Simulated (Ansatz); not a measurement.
**Hypothetical fluorite TaGe2: response to strain**

The parent structure is TaGe$_{2}$ in the fluorite structure (space group Fm-3m, No. 225; a hypothetical phase, not in the database extracts checked; relaxed with 0.1 eV smearing).

```yaml
crystal:
  lattice:
    - [0.00000, 3.11619, 3.11619]
    - [3.11619, 0.00000, 3.11619]
    - [3.11619, 3.11619, 0.00000]
  atoms:
    - { symbol: Ta, position: [0.00000, 0.00000, 0.00000] }
    - { symbol: Ge, position: [0.25000, 0.25000, 0.25000] }
    - { symbol: Ge, position: [0.75000, 0.75000, 0.75000] }
```

Cartesian axes are those of the cell as printed.

Strains are applied to the cell and any free atomic positions relax; under biaxial strain the out-of-plane vector relaxes too.

Computed with Ansatz (an electronic-structure program) r2SCAN, no SOC.

Notes on the quantities. energy relative to the base: free energy F.

```csv
change,space group,volume per atom,energy relative to the base
base,Fm-3m (No. 225),20.17 Å³,0 meV/atom
"biaxial strain +1.92 %, plane normal [001], relaxed out of plane",I4/mmm (No. 139),19.72 Å³,-10 meV/atom
"biaxial strain −0.40 %, plane normal [110], relaxed out of plane",Immm (No. 71),20.42 Å³,-1.1 meV/atom
"biaxial strain +1.34 %, plane normal [111], relaxed out of plane",R-3m (No. 166),19.54 Å³,-9.3 meV/atom
isotropic strain −2.24 %,Fm-3m (No. 225),18.85 Å³,+33 meV/atom
uniaxial strain ε_xx = −1.38 %,I4/mmm (No. 139),19.90 Å³,+0.8 meV/atom
uniaxial strain ε_yy = −3.20 %,I4/mmm (No. 139),19.53 Å³,+4.5 meV/atom
uniaxial strain ε_yy = +4.85 %,I4/mmm (No. 139),21.15 Å³,+7.9 meV/atom
uniaxial strain ε_zz = −0.70 %,I4/mmm (No. 139),20.03 Å³,+0.2 meV/atom
uniaxial strain ε_zz = +2.82 %,I4/mmm (No. 139),20.74 Å³,+2.8 meV/atom
```

No phonon test of stability was made. The final runs are not spin-polarised. An odd electron count without spin: TaGe2. Under biaxial strain +1.92 %, plane normal [001], relaxed out of plane, biaxial strain −0.40 %, plane normal [110], relaxed out of plane and biaxial strain +1.34 %, plane normal [111], relaxed out of plane the cell ends below the base's energy or with stress of the wrong sign: the atoms slid into a distortion or the cell is elastically unstable, so the base is not a stable minimum at this level. TaGe2 has a high density of states at the Fermi level and may be magnetic at this level.
